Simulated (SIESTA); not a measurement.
SIESTA run on Nb (Im-3m, 1 atom in the cell): self-consistent single point.

Level of theory: GGA PBE, numerical atomic orbitals DZP, PseudoDojo PBE standard norm-conserving potentials (rewritten from UPF to PSML) run with SIESTA.

```xyz
1
Lattice="-1.6583 1.6583 1.6583 1.6583 -1.6583 1.6583 1.6583 1.6583 -1.6583" Properties=species:S:1:pos:R:3 pbc="T T T"
Nb     0.0000     0.0000     0.0000
```

Reference input (self-consistent single point, DFT, GGA PBE, numerical atomic orbitals DZP, PseudoDojo PBE standard norm-conserving potentials (rewritten from UPF to PSML)): XC.functional = GGA; XC.authors = PBE; potentials = PseudoDojo PBE standard; PAO.BasisSize = DZP; PAO.EnergyShift = 0.01 Ry; MeshCutoff = 350 Ry; kgrid.MonkhorstPack = 8 8 8; OccupationFunction = FD; ElectronicTemperature = 100 meV; MaxSCFIterations = 150; SCF.Mixer.Method = Pulay; SCF.Mixer.Weight = 0.25. This run's input differs from it in these lines:

```diff
@@ -26,8 +26,8 @@
 %block kgrid.MonkhorstPack
-    8   0   0  0.0
-    0   8   0  0.0
-    0   0   8  0.0
+   13   0   0  0.0
+    0  13   0  0.0
+    0   0  13  0.0
 %endblock kgrid.MonkhorstPack
 OccupationFunction           FD
-ElectronicTemperature        100.0 meV
+ElectronicTemperature        20.0 meV
```

Output, abridged:

```
        iscf     Eharris(eV)        E_KS(eV)     FreeEng(eV)     dDmax    Ef(eV) dHmax(eV)
   scf:    1    -1688.477832    -1693.281420    -1693.284635  0.526800 -3.155614  5.653196
   scf:    2    -1694.395811    -1693.869760    -1693.871503  0.174270 -3.542062  3.322214
   scf:    3    -1694.347088    -1694.169971    -1694.171395  0.194279 -4.159301  0.035444
   scf:    4    -1694.170059    -1694.170016    -1694.171444  0.002693 -4.182583  0.010662
   scf:    5    -1694.170051    -1694.170037    -1694.171463  0.002168 -4.190566  0.000285
   scf:    6    -1694.170037    -1694.170037    -1694.171463  0.000059 -4.190918  0.000954
   scf:    7    -1694.170037    -1694.170037    -1694.171463  0.000041 -4.190641  0.000003
   scf:    8    -1694.170037    -1694.170037    -1694.171463  0.000000 -4.190643  0.000008
SCF Convergence by DM+H criterion
max |DM_out - DM_in|         :     0.0000002828
max |H_out - H_in|      (eV) :     0.0000083077
SCF cycle converged after 8 iterations

Using DM_out to compute the final energy and forces

siesta: E_KS(eV) =            -1694.1700

siesta: E_KS - E_eggbox =     -1694.1700

siesta: Atomic forces (eV/Ang):
     1    0.000000    0.000000    0.000000
   Tot    0.000000    0.000000    0.000000
   Max    0.000000
   Res    0.000000    sqrt( Sum f_i^2 / 3N )
   Max    0.000000    constrained

Stress tensor Voigt[x,y,z,yz,xz,xy] (kbar):       31.93       31.93       31.93        0.02        0.02        0.02
(Free)E + p*V (eV/cell)    -1694.5349
Target enthalpy (eV/cell)    -1694.1715

siesta: Program's energy decomposition (eV):
siesta: FreeEng =     -1694.171463

siesta: Stress tensor (static) (eV/Ang**3):
   [... lines left out ...]
siesta: Cell volume =         18.239377 Ang**3
siesta:         -31.92539199        -31.92539199  kBar
   [... lines left out ...]
               4dz2    4dxz    4dx2-y2
   1 13.000   1.814   0.361   0.293   1.914   1.914   1.914   0.277   0.277
              0.277   0.803   0.803   0.744   0.803   0.744   0.040   0.040

             -0.029   0.040  -0.029

mulliken: Qtot =       13.000

Mulliken Atomic Populations:
Atom #   charge [q] valence [e]  Species
     1    -0.000000   13.000000  Nb
 Total    -0.000000
```

The run converged in 8 iterations. Against the reference run the free energy goes up by 38.9 meV/atom and the pressure goes from -2.14 to -3.19 GPa.

The starting cell has typed, rounded lattice constants, without a prior relaxation at this level. Its lattice was rescaled by up to half a per cent. Spin polarisation is off. Values carry the incompleteness of an atom-centred basis. With a pressure of about -3 GPa the cell is away from its equilibrium volume at this level.
